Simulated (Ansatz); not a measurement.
**Smallest direct gap on the k points sampled of CaC2 (C2/m, No. 12; cell taken from a computed entry) at several levels of theory**

No measured value is used here.

```csv
level (code),value (eV)
HSE06 (Ansatz),?
PBE0 (Ansatz),4.83
r²SCAN0 (Ansatz),5.05
```

Task: Some entries are withheld; supply them.

Result: 
- HSE06 (Ansatz, a program for electronic structure), value (eV): 4.07

At these levels the smallest gap is indirect and lower: HSE06 3.44, PBE0 4.17, r²SCAN0 4.33 eV. Computed values are for a static lattice.  Values are at the PBEsol cell. Cutoffs differ between the levels. Ansatz's density-functional and Hartree–Fock values are scalar-relativistic unless marked +SOC, with PAW data made under PBE.
